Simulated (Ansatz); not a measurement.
# Worked example: self-consistent single point of Sc (P6_3/mmc, 2 atoms in the cell) in Ansatz

Method: PBE (plane waves, PAW; Ansatz, a first-principles code).

The input file:

Ansatz 0.2 input:
```yaml
# Sc
crystal:
  lattice:
    - [1.65500000, -2.86654409, 0.00000000]
    - [1.65500000, 2.86654409, 0.00000000]
    - [0.00000000, 0.00000000, 5.27000000]
  atoms:
    - { symbol: Sc, position_ang: [1.65500000, 0.95551472, 1.31750000] }
    - { symbol: Sc, position_ang: [1.65500000, -0.95551472, 3.95250000] }
kpoints:
  mp_grid: { grid: [11, 11, 6] }
hamiltonian:
  xc: pbe
  pseudopotentials: { kind: paw }
scf:
  occupations: { method: fermi_dirac, width: 0.1 eV }
output:
  forces: true
  eigenvalues: true
  stress: true
```

Log, with long lists cut:

```
WARN basis.ecutwfc = 420 eV, the default
WARN ansatz: RAYON_NUM_THREADS=1 ignored (pool sized by the plan → 1); use --threads N
Pseudopotentials: kind: paw
Pseudopotential: Sc, paw, valence charge 11
Crystal: 2 atoms, lattice volume = 50.003 Å³
Basis set: ecut = 420 eV, 989 PW (Γ), exchange–correlation on 48×48×72 points (8 copies of the dense FFT grid, shifted against one another)
Bands: 15, of which v1, the nominal top of the filled ones, is band 11 counted from 1 (10 counted from 0)
Symmetry: 24 space group operations
Space group: P63/mmc (ITA 194), of the structure as read, at distance tolerance 3.7e-5 Å
k-points: 64 of 726
Initial density: superposition of atomic densities (neutral atoms: chi_scale 0, normalization atom), corrected by the library's trained network
Initial wavefunctions: pseudopotential atomic-orbital guess
Eigensolver: davidson
Functional: x = pbe(κ = 0.804, μ = 0.2195149727645171), c = pbe(β = 0.06672455060314922)
SCF iter   1: F=—  HF=-4271.680386 eV  |F-HF|=—  |Δ(HF+E_count)|=         —  Δρ=1.74e-3  dr2=1.44e-3  ethr=1.77e-3  ⟨swp⟩=3.1  Hψ=3938  notcnv=0
all-band conjugate gradients solve this SCF's bands
preconditioner: auto → none
SCF iter   2: F=—  HF=-4271.679818 eV  |F-HF|=—  |Δ(HF+E_count)|=   5.68e-4  Δρ=1.09e-3  dr2=6.29e-4  ethr=6.57e-6  ⟨swp⟩=1.2  Hψ=1549  notcnv=0
SCF iter   3: F=—  HF=-4271.679881 eV  |F-HF|=—  |Δ(HF+E_count)|=   6.36e-5  Δρ=1.43e-4  dr2=9.32e-6  ethr=2.86e-6  ⟨swp⟩=2.0  Hψ=1148  notcnv=0
SCF iter   4: F=—  HF=-4271.679849 eV  |F-HF|=—  |Δ(HF+E_count)|=   3.20e-5  Δρ=2.71e-5  dr2=2.00e-7  ethr=4.24e-8  ⟨swp⟩=2.2  Hψ=1637  notcnv=0
iter 5 did not close the SCF: its close was put off for the readings that it lacked (scf_convergence_deferred on its scf_iter line)
SCF iter   5: F=-4271.679849 eV  HF=-4271.679849 eV  |F-HF|=4.46e-9  |Δ(HF+E_count)|=   9.15e-8  Δρ=5.16e-6  dr2=5.84e-9  ethr=9.10e-10  ⟨swp⟩=2.2  Hψ=1602  notcnv=0
SCF iter   6: F=-4271.679849 eV  HF=-4271.679849 eV  |F-HF|=7.82e-11  |Δ(HF+E_count)|=   5.41e-9  Δρ=8.87e-7  dr2=3.05e-10  ethr=2.66e-11  ⟨swp⟩=1.0  Hψ=2957  notcnv=0
SCF 1 converged in 6 iterations: F = -4271.679849 eV  dr2 = 3.05e-10
SCF converged after 6 iterations
Free energy (F): -4271.679849 eV
Harris-Foulkes:  -4271.679849 eV  (|F-HF|=7.82e-11)
Internal energy: -4271.550191 eV  (E = F + TS)
E sigma→0 (E₀):  -4271.615020 eV
Entropy (-TS):   -0.129659 eV (-64.829 meV/atom)
Fermi energy:    9.099752 eV
--- Per-component energies (eV) ---
  E_band       = -341.511352
  E_kinetic    = 520.107560
  E_local      = -1698.106708  (includes V_loc(G=0)·N_el)
  E_nonlocal   = 166.306005
  E_hartree    = 579.673566
  E_xc         = -207.879534
  E_vxc        = -257.242738  (∫ρ·V_xc dr)
  E_paw        = -1910.862354  (= ΣΔE_a)
  E_vpaw       = -231.921866  (= ΣTr[D̂ρ^β])
  E_aug_tail   = 0.000021  (compensation charges beyond the density's cutoff)
  E_ewald      = -1720.788747
  E_smearing   = -0.129659  (= −TS)
  E_closure    = -0.000000  (closes the sum)
  Σ components = -4271.679849   (vs F -4271.679849, Δ=0.00e0)
--- Forces (eV/Å), atoms counted from 1 ---
  atom   1  Sc    -0.00000000    -0.00000000     0.00000000
  atom   2  Sc    -0.00000000     0.00000000    -0.00000000
  max |Σ_I F_I| component: 2.78e-17 eV/Å
--- Stress (GPa, compression-positive) ---
       -0.124525       0.000000      -0.000000
        0.000000      -0.124525      -0.000000
       -0.000000      -0.000000      -1.401363
  P = ⅓ Tr σ = -0.5501 GPa (-5.501 kbar)
  The stress holds the Pulay correction. Without it, at fixed plane waves, as pw.x and ABINIT print it: P = -0.5733 GPa
--- Band table (eV; the first three rows and the last of 64) ---
  k-point 0: bands = ["-40.3554", "-40.2941", "-19.1615", "-18.8337", "-18.8337", "-18.7769", "-18.7769", "-18.7655", "3.9977", "7.4450", "9.5166", "10.6942", "10.6942", "10.8091", "11.1030"]
  k-point 1: bands = ["-40.3513", "-40.2982", "-19.1358", "-18.8299", "-18.8299", "-18.7929", "-18.7808", "-18.7808", "4.1769", "7.1533", "9.5074", "10.6279", "10.6279", "10.6920", "11.0070"]
  k-point 2: bands = ["-40.3401", "-40.3095", "-19.0650", "-18.8670", "-18.8195", "-18.8195", "-18.7912", "-18.7912", "4.6932", "6.3885", "9.6498", "10.3809", "10.5732", "10.5732", "10.8058"]
  k-point 63: bands = ["-40.2880", "-40.2880", "-19.0826", "-19.0826", "-18.9768", "-18.9768", "-18.8342", "-18.8342", "8.5006", "8.5006", "9.1727", "9.1727", "9.3558", "9.3558", "11.4223"]
```

The run converged in 6 iterations.

The starting cell has typed, rounded lattice constants, without a prior relaxation at this level. Ansatz's pressure includes its estimate of the finite-basis (Pulay) stress.
